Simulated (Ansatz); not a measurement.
Start from BP in the zinc blende structure (space group F-43m, No. 216; a = 4.537 Å).

The values are results of r2SCAN/PAW in Ansatz (a program for electronic structure), no spin-orbit coupling, not measurements.

Strains are applied to the cell and any free atomic positions relax.

One change was made to it. Results:

| quantity | base | after |
|---|---|---|
| band gap | 1.41 eV | 1.51 eV |
| width of the top valence band | 5.74 eV | 5.31 eV |
| gap character | indirect, Γ → Γ–X (83 % along) | indirect, Γ → Γ–X (83 % along) |

Problem. Which of these changes matches the shifts?
A. isotropic strain +2.50 %
B. isotropic strain +1.00 %
C. isotropic strain +0.50 %
D. isotropic strain +1.50 %

Solution. A, isotropic strain +2.50 %. For comparison, the width of the top valence band in the other runs: isotropic strain +1.50 % gives 5.48 eV; isotropic strain +0.50 % gives 5.65 eV; isotropic strain +1.00 % gives 5.56 eV.

Whether these cells are dynamically stable was not tested.
